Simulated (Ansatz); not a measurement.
**Sr in the fcc (Cu type) structure (space group Fm-3m, No. 225)**

```cif
data_Sr
_chemical_formula_sum 'Sr1'
_space_group_name_H-M_alt 'P 1'
_space_group_IT_number 1
_cell_length_a 4.31328
_cell_length_b 4.31328
_cell_length_c 4.31328
_cell_angle_alpha 60.000
_cell_angle_beta 60.000
_cell_angle_gamma 60.000
loop_
_space_group_symop_operation_xyz
  'x, y, z'
loop_
_atom_site_label
_atom_site_type_symbol
_atom_site_fract_x
_atom_site_fract_y
_atom_site_fract_z
_atom_site_occupancy
Sr1 Sr 0.00000 0.00000 0.00000 1
```

Computed with r2SCAN, PAW, 500 eV (Ansatz, a program for electronic structure; no spin-orbit coupling). Γ-centred 13×13×13 mesh, Fermi–Dirac width 0.05 eV.

The volume per atom is 56.74 Å³ and the density is 2.56 g/cm³. The band gap is zero and the total energy is -3555.113 eV/atom (σ→0; compares only within this code and set-up).

No phonon test of stability was made.
